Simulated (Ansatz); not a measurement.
## Ga₂O₃ (model structure, started from the A-La2O3 type, P-3m1, No. 164, 5 atoms in the cell): c axis length by level of theory

No measured value is used here.

| level (code) | value (Å) |
|---|---|
| LDA (Ansatz) | 6.593 |
| PBEsol (Ansatz) | ___ |
| r²SCAN (Ansatz) | 6.842 |
| r²SCAN+rVV10 (Ansatz) | 6.648 |

Fill in the missing entries.


- PBEsol (Ansatz, a program for electronic structure), value (Å): 6.974

Cutoffs differ between the levels. Ansatz's density-functional and Hartree–Fock values are scalar-relativistic unless marked +SOC, with PAW data made under PBE.

A model structure was made by putting elements into a prototype or built by hand; it is no filed structure, need not be a known phase, and can be a saddle point held by its symmetry.
